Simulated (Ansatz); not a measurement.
The starting structures come from a database of crystals and need not be the phases stable at ambient conditions.

By PBEsol, the system below comes out a metal.

Crystal: CaCd (Pm-3m, CsCl type, not sure to be the ambient phase, 2 atoms a cell, 27.6 Å³ an atom); planes in its conventional cell.

Level of theory: PBEsol (plane waves, PAW; Ansatz, an electronic-structure program).

Ballistic conductance counts the channels of both spins, as a mean over 0.1 eV about the Fermi level; spin-orbit coupling is left out.

| plane | area (Å²) | G/A (10¹⁵ S/m²) |
|---|---|---|
| (001) | 14.5 | 0.61 |
| (110) | 20.5 | [?] |

Q: Complete the blanks.

A: 
- (110), G/A (10¹⁵ S/m²): 0.71
